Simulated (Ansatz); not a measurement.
Start from MgB$_{2}$ (space group P6/mmm, No. 191; a = 3.075 Å, c = 3.525 Å; relaxed with 0.1 eV smearing).

The values are results of PBE (Ansatz, a program for electronic structure, PAW, spin-orbit coupling left out), not measurements.

Before the change:

```
Item       Result
--------  -------
Pressure  0.0 GPa
Band gap     zero
```

One thing is altered: an isotropic linear strain of −3.00 %, atoms relaxed at fixed cell.

Problem. Predict the new energy relative to the base, pressure and band gap.

Solution. The energy rises by 40 meV/atom; the pressure (mean of the normal stresses, compression positive) goes from zero to 16.4 GPa; the band gap remains zero.

No phonon test of stability was made. All final runs are without spin polarisation.
